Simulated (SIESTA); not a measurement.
SIESTA run on KCSN (Ima2, 8 atoms in the cell): self-consistent single point.

Method: SIESTA with GGA BLYP, numerical atomic orbitals DZP, PseudoDojo PBE standard norm-conserving potentials (rewritten from UPF to PSML).

```yaml
crystal:
  lattice:
    - [-3.95524, 3.37948, 3.37539]
    - [3.95524, -3.37948, 3.37539]
    - [3.95524, 3.37948, -3.37539]
  atoms:
    - { symbol: K, position: [0.25026, 0.25026, 0.00000] }
    - { symbol: K, position: [0.25026, 0.75026, 0.50000] }
    - { symbol: C, position: [0.79613, 0.52330, 0.77283] }
    - { symbol: C, position: [0.75047, 0.02330, 0.22717] }
    - { symbol: S, position: [0.45207, 0.35165, 0.60042] }
    - { symbol: S, position: [0.75123, 0.85165, 0.39958] }
    - { symbol: N, position: [0.04459, 0.64900, 0.89559] }
    - { symbol: N, position: [0.75341, 0.14900, 0.10441] }
```

Reference input (self-consistent single point, DFT, LDA PW92, numerical atomic orbitals DZP, PseudoDojo LDA standard norm-conserving potentials (rewritten from UPF to PSML)): XC.functional = LDA; XC.authors = PW92; potentials = PseudoDojo LDA standard; PAO.BasisSize = DZP; PAO.EnergyShift = 0.005 Ry; MeshCutoff = 300 Ry; kgrid.MonkhorstPack = 4 4 4; OccupationFunction = FD; ElectronicTemperature = 10 K; MaxSCFIterations = 150; SCF.Mixer.Method = Broyden; SCF.Mixer.Weight = 0.25. This run's input differs from it in these lines:

```diff
@@ -1,2 +1,2 @@
-# files in the folder: K.psml C.psml S.psml N.psml (PseudoDojo LDA standard)
+# files in the folder: K.psml C.psml S.psml N.psml (PseudoDojo PBE standard)
 SystemName  KCSN
@@ -30,4 +30,4 @@
 
-XC.functional                LDA
-XC.authors                   PW92
+XC.functional                GGA
+XC.authors                   BLYP
 PAO.BasisSize                DZP
```

Output (repeated stretches shortened):

```
        iscf     Eharris(eV)        E_KS(eV)     FreeEng(eV)     dDmax    Ef(eV) dHmax(eV)
   scf:    1    -3109.772208    -3115.688315    -3115.688315  1.743504 -6.723443 10.330019
   scf:    2    -3121.681197    -3120.540824    -3120.540824  0.158751 -3.967542  1.850718
   scf:    3    -3120.997792    -3120.801768    -3120.801768  0.052610 -4.378558  0.908061
   scf:    4    -3120.941849    -3120.886593    -3120.886593  0.050244 -4.779401  0.171228
   scf:    5    -3120.892574    -3120.889966    -3120.889966  0.009126 -4.860201  0.055857
   [... 7 lines left out ...]
   scf:   13    -3120.890774    -3120.890774    -3120.890774  0.000028 -4.900818  0.000153
   scf:   14    -3120.890774    -3120.890774    -3120.890774  0.000018 -4.900763  0.000107
   scf:   15    -3120.890774    -3120.890774    -3120.890774  0.000012 -4.900731  0.000078
   scf:   16    -3120.890774    -3120.890774    -3120.890774  0.000008 -4.900710  0.000058
SCF Convergence by DM+H criterion
max |DM_out - DM_in|         :     0.0000083698
max |H_out - H_in|      (eV) :     0.0000579296
SCF cycle converged after 16 iterations

Using DM_out to compute the final energy and forces

siesta: E_KS(eV) =            -3120.8908

siesta: E_KS - E_eggbox =     -3120.8908

siesta: Atomic forces (eV/Ang):
     1    0.000014   -0.000041   -0.116659
     2    0.000017    0.000035   -0.116690
     3   -0.000410   -1.138453   -1.167338
     4   -0.000013    1.138703   -1.168119
     5    0.000346   -0.847512   -0.879498
     6   -0.000006    0.845945   -0.878178
     7   -0.000470    2.068149    2.163771
     8   -0.000220   -2.065202    2.160823
   Tot   -0.000743    0.001625   -0.001889
   Max    2.163771
   Res    1.045209    sqrt( Sum f_i^2 / 3N )
   Max    2.163771    constrained

   [... lines left out ...]
siesta: FreeEng =     -3120.890774
   [... lines left out ...]
siesta:    -0.008787   -0.000030   -0.000030
siesta:    -0.000030   -0.038251    0.000007
siesta:    -0.000030    0.000007   -0.038993

siesta: Cell volume =        180.470192 Ang**3

siesta: Pressure (static):
siesta:                Solid            Molecule  Units
siesta:           0.00031233          0.00049225  Ry/Bohr**3
siesta:           0.02867706          0.04519646  eV/Ang**3
siesta:          45.94572319         72.41271657  kBar
```

The run converged in 16 iterations. Against the reference run the pressure goes from -0.02 to 4.59 GPa, the largest force goes from 2.246 to 2.993 eV/Å and the gap on the mesh goes from 3.943 to 4.276 eV. The full log also holds: “xc_check: WARNING: Pseudopotential generated with GGA PBE functional”.

The starting cell comes from a database of computed structures (which also holds hypothetical and non-ambient phases and stackings), without a prior relaxation at this level. Values carry the incompleteness of an atom-centred basis. The basis of the alkali or alkaline-earth atoms may lack their empty d shell, which can raise the gap. With a pressure of about 5 GPa the cell is away from its equilibrium volume at this level. Forces in this geometry exceed 1 eV/Å.

Cost on one core of a shared machine: roughly 80 s.
